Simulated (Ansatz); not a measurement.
Start from SiO₂ in the rutile structure (space group P4_2/mnm, No. 136; a = 4.236 Å, c = 2.690 Å).

The values are results of PBE/PAW in Ansatz (a quantum-chemistry and plane-wave program), spin-orbit coupling left out, earlier PAW set, not measurements.

Before the change:

| Quantity | Value |
|---|---|
| Valence-band top at Γ | 0.00, -0.85, -0.85 eV |
| Valley order | Γ 5.05 eV; A (1/2, 1/2, 1/2) 6.85 eV |

The change: cell and atoms relaxed at a pressure of 22.5 GPa.

**Question.** What does the calculation give for the valence-band top at Γ, mean gap deformation potential ΔEg/Δln V and valley order after the change?

**Answer.** The valence-band top at Γ (three highest levels, from the VBM) changes from 0.00, -0.85, -0.85 eV to 0.00, -0.92, -0.92 eV; the mean gap deformation potential ΔEg/Δln V comes out as -15.7 eV; the valley order (the lowest conduction-band minima on the path, energy above the VBM, named in the base's zone) goes from Γ 5.05 eV; A (1/2, 1/2, 1/2) 6.85 eV to Γ 6.17 eV; A (1/2, 1/2, 1/2) 7.55 eV.

Load acts through the strain it causes; cell and atoms are relaxed under it. Whether these cells are dynamically stable was not tested. Competing high-pressure phases were not computed.
